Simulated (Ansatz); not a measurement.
```
CELL_PARAMETERS angstrom
     22.00000     0.00000     0.00000
      0.00000    22.00000     0.00000
      0.00000     0.00000     2.51258
ATOMIC_POSITIONS crystal
  B  0.74950 0.53283 0.50000
  N  0.74488 0.56561 0.00000
  B  0.71795 0.62581 0.00000
  N  0.70113 0.65432 0.50000
  B  0.65321 0.69964 0.50000
  N  0.62676 0.71954 0.00000
  B  0.56515 0.74307 0.00000
  N  0.53310 0.75134 0.50000
  B  0.46717 0.74950 0.50000
  N  0.43439 0.74488 0.00000
  B  0.37419 0.71795 0.00000
  N  0.34568 0.70113 0.50000
  B  0.30036 0.65321 0.50000
  N  0.28046 0.62676 0.00000
  B  0.25693 0.56515 0.00000
  N  0.24866 0.53310 0.50000
  B  0.25050 0.46717 0.50000
  N  0.25512 0.43439 0.00000
  B  0.28205 0.37419 0.00000
  N  0.29887 0.34568 0.50000
  B  0.34679 0.30036 0.50000
  N  0.37324 0.28046 0.00000
  B  0.43485 0.25693 0.00000
  N  0.46690 0.24866 0.50000
  B  0.53283 0.25050 0.50000
  N  0.56561 0.25512 0.00000
  B  0.62581 0.28205 0.00000
  N  0.65432 0.29887 0.50000
  B  0.69964 0.34679 0.50000
  N  0.71954 0.37324 0.00000
  B  0.74307 0.43485 0.00000
  N  0.75134 0.46690 0.50000
```

Levels: PBE (plane waves to 420 eV, PAW; Ansatz, a quantum-chemistry and plane-wave program); r2SCAN (plane waves to 500 eV, PAW; Ansatz); HSE06 (Ansatz). Unmarked values and the geometry are of the first. Mesh 1×1×12. No spin polarisation. It repeats along c; a and b span vacuum. A model structure. Only distortions within the start's symmetry and period were free. HSE06 ran on a 1×1×7 mesh and at PBE's edge points.

Problem. Say what this body is, and give its properties.

Solution. (8,8) BN nanotube. An idealised model, rolled from the flat sheet.
| Item | Value |
|---|---|
| mean diameter | 11.11 Å |
| radii of the innermost and outermost atoms | 5.54 and 5.58 Å |
| energy over the flat sheet | +43 meV/atom |
| PBE gap | 4.45 eV, indirect, from k = 0.323 × 2π/c to Γ |
| electron mass along the axis (PBE) | 0.96 mₑ |
| hole mass along the axis (PBE) | 0.69 mₑ |
| valence and conduction edges under the vacuum level (PBE) | 5.96 and 1.51 eV |
| r2SCAN gap at this geometry | 4.99 eV |
| HSE06 gap at this geometry | 5.44 eV |
